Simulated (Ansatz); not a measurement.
Start from WSe2 (space group P6_3/mmc, No. 194; a = 3.279 Å, c = 12.786 Å; layered, stacked along the Cartesian z axis). Axes: x lies along a and z along c of the hexagonal cell.

All numbers come from plane-wave PAW DFT at the PBE-D3(BJ) level (Ansatz, an electronic-structure program, 420 eV), no spin-orbit coupling.

Strains are applied to the cell and any free atomic positions relax; under biaxial strain the out-of-plane vector relaxes too.

One change was made to it. Results:

The smallest direct gap goes up by 0.16 eV, from 1.57 eV to 1.73 eV; the hole mass becomes 1.1 mₑ out of plane, 0.82 mₑ in plane (at Γ) (base: 1.3 mₑ along c, 0.70 mₑ across (at Γ)); the band gap goes up by 0.02 eV, from 0.87 eV to 0.89 eV; the pressure (mean of the normal stresses, compression positive) goes from zero to 1.96 GPa.

Task: What was done to the base?
A. biaxial strain −3.00 %, plane normal [001], relaxed out of plane
B. biaxial strain −1.80 %, plane normal [001], relaxed out of plane
C. biaxial strain −2.40 %, plane normal [001], relaxed out of plane
D. biaxial strain −0.60 %, plane normal [001], relaxed out of plane
E. biaxial strain −1.20 %, plane normal [001], relaxed out of plane

Result: E, biaxial strain −1.20 %, plane normal [001], relaxed out of plane. For comparison, the hole mass in the other runs: biaxial strain −1.80 %, plane normal [001], relaxed out of plane gives 1.1 mₑ out of plane, 0.89 mₑ in plane (at Γ); biaxial strain −3.00 %, plane normal [001], relaxed out of plane gives 0.70 mₑ out of plane, 0.51 mₑ in plane (at K); biaxial strain −0.60 %, plane normal [001], relaxed out of plane gives 1.2 mₑ out of plane, 0.76 mₑ in plane (at Γ); biaxial strain −2.40 %, plane normal [001], relaxed out of plane gives 0.73 mₑ out of plane, 0.49 mₑ in plane (at K).

Spin-orbit coupling, missing from the scalar runs, can matter with W. Masses are band curvatures over ±0.01 Å⁻¹ around the edge. Whether these cells are dynamically stable was not tested.
